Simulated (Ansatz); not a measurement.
Take SrTiO3 in the cubic perovskite structure (space group Pm-3m, No. 221; a = 3.891 Å) as the base.

Level of theory: PBEsol (Ansatz, an electronic-structure program; PAW; 420 eV plane waves; scalar-relativistic without spin-orbit coupling).

```
level   lattice parameter a
------  -------------------
PBEsol              3.891 Å
```

What does experiment give, and how far off is each level?

Measured: lattice parameter a 3.89 Å (0 K or low temperature; corrected from measurement; as listed in D. I. Bilc et al., Physical Review B (2008)). Computed minus measured — lattice parameter a: PBEsol +0.0 %.

Whether these cells are dynamically stable was not tested. The final runs are not spin-polarised. Many cubic perovskites are stable only at high temperature; tilts and polar distortions were not tested.
